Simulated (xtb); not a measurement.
xtb 6.7.1, GFN1-xTB: Cu(OH)(amdMe)(NH3)2 (CC1[N](C)[Cu](<-[NH3])(<-[NH3])([OH])<-[N]=1C), charge 0, multiplicity 2, 26 atoms. The geometry is a generated start, not checked to be a minimum at this level.

- run flags: --grad
- method: GFN1-xTB
- --acc: 1 (default)
- --etemp (K): 300 (default)
- basis functions: 78
- valence electrons: 69

```xyz
26

Cu     1.0370    -0.4278     0.1186
O      2.6184    -0.6340     1.0778
H      2.6733     0.0391     1.7539
C     -2.2750     1.6520     0.0820
C     -0.9621     0.9180     0.0632
N      0.0575     1.1957     0.8434
C      0.0423     2.2014     1.8641
N     -0.6771    -0.0664    -0.7625
C     -1.6178    -0.6065    -1.6986
H     -3.0875     0.9805    -0.1851
H     -2.2506     2.4683    -0.6397
H     -2.4677     2.0654     1.0685
H      1.0663     2.3544     2.2092
H     -0.3368     3.1592     1.4842
H     -0.5688     1.9058     2.7300
H     -1.1020    -1.3438    -2.3146
H     -2.4629    -1.1074    -1.2029
H     -2.0238     0.1697    -2.3606
N      0.6281    -2.5945     0.6616
H      0.5417    -3.3018    -0.0539
H     -0.1128    -2.6937     1.3407
H      1.5284    -2.6609     1.1222
N      2.2521    -0.8799    -1.6573
H      2.3218    -0.1046    -2.2998
H      2.0901    -1.7423    -2.1557
H      3.0881    -0.9458    -1.0887
```

Charge 0 and multiplicity 2 are set for this test and not shown to be the ground state. GFN-xTB has no spin term: --uhf 1 sets the occupations alone.

One run each on 1 thread. Values of broydamp tried: 0.02, 0.05, 0.1, 0.2, 0.4 (default), 0.6, 0.8, 1.

Q: How does the count of SCC iterations change with broydamp, and where is it least?

A: Fewest SCC iterations, within one of each other: 0.4 (default) with 11, 0.6 with 11. The count rises to 20 at 0.02. All converge to one solution.

```json
[
 {"broydamp": "0.02", "SCC iterations": "20", "end": "same solution"},
 {"broydamp": "0.05", "SCC iterations": "17", "end": "same solution"},
 {"broydamp": "0.1", "SCC iterations": "16", "end": "same solution"},
 {"broydamp": "0.2", "SCC iterations": "14", "end": "same solution"},
 {"broydamp": "0.4 (default)", "SCC iterations": "11", "end": "same solution"},
 {"broydamp": "0.6", "SCC iterations": "11", "end": "same solution"},
 {"broydamp": "0.8", "SCC iterations": "14", "end": "same solution"},
 {"broydamp": "1", "SCC iterations": "14", "end": "same solution"}
]
```
